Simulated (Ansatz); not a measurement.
The parent structure is NbAgO$_{3}$ in the cubic perovskite structure (space group Pm-3m, No. 221; a = 3.950 Å; a cell from a computed database, its experimental status unchecked). Axes: x, y, z lie along the cube axes.

The values are results of PBEsol/PAW in Ansatz (an electronic-structure program), no spin-orbit coupling, not measurements.

Modification: uniaxial strain ε_xx = +0.81 %, all other strain components held at zero, atoms relaxed at fixed cell.

Problem. Predict the stress tensor and what it implies for the stiffness.

Solution. Stress of the strained cell less that of the base (GPa, compression positive):
```
  -3.22    0.00    0.00
   0.00   -0.84    0.00
   0.00    0.00   -0.84
```

Then −Δσ_ii/ε with ε = 0.0081 gives relaxed-ion elastic constants: C11 ≈ 397 GPa, C12 ≈ 104 GPa and C13 ≈ 104 GPa.

Stability against distortions was not tested. Many cubic perovskites are stable only at high temperature; tilts and polar distortions were not tested.
